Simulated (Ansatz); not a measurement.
P, element substitutions

Consider P (space group R-3m, No. 166; a = 3.441 Å, c = 8.785 Å (hexagonal axes); a cell from a computed database, its experimental status unchecked).

Each row replaces one element on all its sites; cell and atoms are relaxed.

The values are results of PBEsol (Ansatz, an electronic-structure program; PAW; 420 eV plane waves; no spin-orbit coupling), not measurements.

| case | shortest interatomic distance | space group | density |
|---|---|---|---|
| base | 2.311 Å | R-3m (No. 166) | 3.43 g/cm³ |
| P → As | ? | R-3m (No. 166) | ? |
| P → Ir | 2.541 Å | Pm-3m (No. 221) | 19.47 g/cm³ |
| P → S | 2.541 Å | Pm-3m (No. 221) | 3.24 g/cm³ |

What belongs in the blanks?


- P → As, shortest interatomic distance: 2.532 Å
- P → As, density: 5.97 g/cm³

Stability against distortions was not tested. As relaxed here, Ir and S are hypothetical phases, not in the database extracts checked. All final runs are without spin polarisation. Ir has a high density of states at the Fermi level and may be magnetic at this level. This is not the structure that P has at room temperature and ambient pressure.
